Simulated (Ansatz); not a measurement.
TaGa₃ (I4/mmm, No. 139, 4 atoms in the cell; start mp-11416) was calculated with r²SCAN (Ansatz, a program for electronic structure, PAW).

Run with plane-wave cutoff 560 eV, 20×20×20 k mesh, Fermi–Dirac smearing 0.05 eV, scalar-relativistic PAW data made under PBE.

Cell (relaxed at this level):

```
CELL_PARAMETERS angstrom
     -1.89456     1.89456     4.33395
      1.89456    -1.89456     4.33395
      1.89456     1.89456    -4.33395
ATOMIC_POSITIONS crystal
  Ta 0.00000 0.00000 0.00000
  Ga 0.50000 0.50000 0.00000
  Ga 0.75000 0.25000 0.50000
  Ga 0.25000 0.75000 0.50000
```

Question: Predict the bulk modulus.

Answer: 
- bulk modulus = 143 GPa

The run finds no gap.

Note: the bulk modulus is −V dP/dV from two relaxed cells at ±2 % in volume; the relaxation could not lower the start's symmetry, so the cell can be a saddle point above a distorted one.

Spin–orbit coupling is not included.

Computed values are for the static lattice.

A start named mp-… is a Materials Project structure, which need not be a measured phase.
